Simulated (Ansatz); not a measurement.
Consider HfO2 in the fluorite structure (space group Fm-3m, No. 225; a = 5.044 Å). Axes: x, y, z lie along the cube axes.

Level of theory: Kohn–Sham DFT with the PBEsol functional, run in Ansatz (an electronic-structure program) with PAW and 420 eV plane waves, spin-orbit coupling left out.

Base values:

```
Property               Value
-------------------  -------
Smallest direct gap  3.69 eV
```

The change: uniaxial strain ε_zz = −2.50 %, all other strain components held at zero; the atoms relax in the strained cell.

Estimate the effect on the smallest direct gap.

The smallest direct gap drops by 0.145 eV to 3.54 eV.

What does the calculation give for the hole mass after the change?

The hole mass comes out as 0.28 mₑ along k, 2.7 mₑ across (at X).

Estimate the effect on the stress.

The stress (xx, yy, zz, yz, xz, xy; compression positive) amounts to (3.02, 3.02, 15.23, 0.00, 0.00, 0.00) GPa.

Spin-orbit coupling, missing from the scalar runs, can matter with Hf. Masses are band curvatures over ±0.01 Å⁻¹ around the edge. Along k means along the line from Γ to the band edge. Whether these cells are dynamically stable was not tested. This is not the structure that HfO2 has at room temperature and ambient pressure.
